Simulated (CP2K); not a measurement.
CP2K run on Zr2Sb3Pd (P-4m2, 6 atoms in the cell): self-consistent single point.

Computed with PBEsol, GPW, DZVP-MOLOPT-SR-GTH basis, GTH-PBE potentials (GTH_POTENTIALS) run with CP2K 2026.2.

The change in words: lattice scaled by 0.98. Reference geometry:
```
CELL_PARAMETERS angstrom
      3.96126     0.00000     0.00000
      0.00000     3.96126     0.00000
      0.00000     0.00000     8.73892
ATOMIC_POSITIONS crystal
  Zr 0.50000 0.00000 0.73919
  Zr 0.00000 0.50000 0.26081
  Sb 0.50000 0.00000 0.38377
  Sb 0.00000 0.50000 0.61623
  Sb 0.00000 0.00000 0.00000
  Pd 0.50000 0.50000 0.00000
```

Reference input (self-consistent single point, DFT PBEsol, GPW, DZVP-MOLOPT-SR-GTH basis, GTH-PBE potentials (GTH_POTENTIALS)): CUTOFF = 500 Ry; REL_CUTOFF = 50 Ry; SMEAR/METHOD = GAUSSIAN; SIGMA = 0.136 eV; KPOINTS/SCHEME = MONKHORST-PACK 7 7 3; XC_FUNCTIONAL = PBE:PBESOL; Zr/BASIS_SET = DZVP-MOLOPT-SR-GTH-q12; Zr/POTENTIAL = GTH-PBE-q12; Sb/BASIS_SET = DZVP-MOLOPT-SR-GTH-q5; Sb/POTENTIAL = GTH-PBE-q5; Pd/BASIS_SET = DZVP-MOLOPT-SR-GTH-q18; Pd/POTENTIAL = GTH-PBE-q18. This run's input differs from it in these lines:

```diff
@@ -66,3 +66,3 @@
     &CELL
-      ABC 3.96126000 3.96126000 8.73892000
+      ABC 3.88203500 3.88203500 8.56414200
       ALPHA_BETA_GAMMA 90.00000000 90.00000000 90.00000000
```

The program printed (abridged):

```
 SCF WAVEFUNCTION OPTIMIZATION

  Step     Update method      Time    Convergence         Total energy    Change
     1 NoMix/Diag. 0.30E+00      -     1.62878860      -239.1590594643 -2.39E+02
     2 Broy./Diag. 0.30E+00      -     0.92763940      -245.4690852080 -6.31E+00
     3 Broy./Diag. 0.30E+00      -     0.09014860      -236.7918483694  8.68E+00
     4 Broy./Diag. 0.30E+00      -     0.09588248      -237.8600534314 -1.07E+00
     5 Broy./Diag. 0.30E+00      -     0.03997029      -238.4934204299 -6.33E-01
     6 Broy./Diag. 0.30E+00      -     0.00723459      -237.9031901059  5.90E-01
   [... 5 lines left out ...]
    12 Broy./Diag. 0.30E+00      -     0.00001168      -237.9107799308  4.30E-04
    13 Broy./Diag. 0.30E+00      -     0.00001249      -237.9107253994  5.45E-05
    14 Broy./Diag. 0.30E+00      -     0.00000191      -237.9106419428  8.35E-05
    15 Broy./Diag. 0.30E+00      -     0.00000094      -237.9106554388 -1.35E-05
  *** SCF run converged in    15 steps ***

  Overlap energy of the core charge distribution:               0.00000000005739
  Self energy of the core charge distribution:               -431.64128171007479
  Core Hamiltonian energy:                                     98.61083185669897
  Hartree energy:                                             123.76396786221174
  Exchange-correlation energy:                                -28.64341514013090
  Smearing free energy correction:                             -0.00075830796226
  Fermi energy:                                                 0.36034603159693

  Total energy:                                              -237.91065543876104
  Total energy (extrapolated to sigma->0):                   -237.91027628477991

   [... lines left out ...]

 STRESS| Analytical stress tensor [bar]
 STRESS|                        x                   y                   z
 STRESS|      x        5.09184400423E+04   5.29057978497E-04   4.43785023756E-04
 STRESS|      y        5.29057978497E-04   5.09183444042E+04   5.12465287076E-04
 STRESS|      z        4.43785023756E-04   5.12465287076E-04   3.86703874809E+04
 STRESS| 1/3 Trace                                             4.68357239758E+04
```

The run converged in 15 iterations. Against the reference run the free energy rises by 8.7 meV/atom, the pressure goes from -2.23 to 4.68 GPa and the largest force goes from 0.165 to 0.119 eV/Å.

The starting cell comes from a database of computed structures (which also holds hypothetical and non-ambient phases and stackings), without a prior relaxation at this level. For this run, on top of that: lattice scaled by 0.98. Spin polarisation is off. Values carry the incompleteness of an atom-centred basis. The potentials were made for another functional than the one used. With a pressure of about 5 GPa the cell is away from its equilibrium volume at this level.

Cost on one core of a shared machine: roughly 40 s.
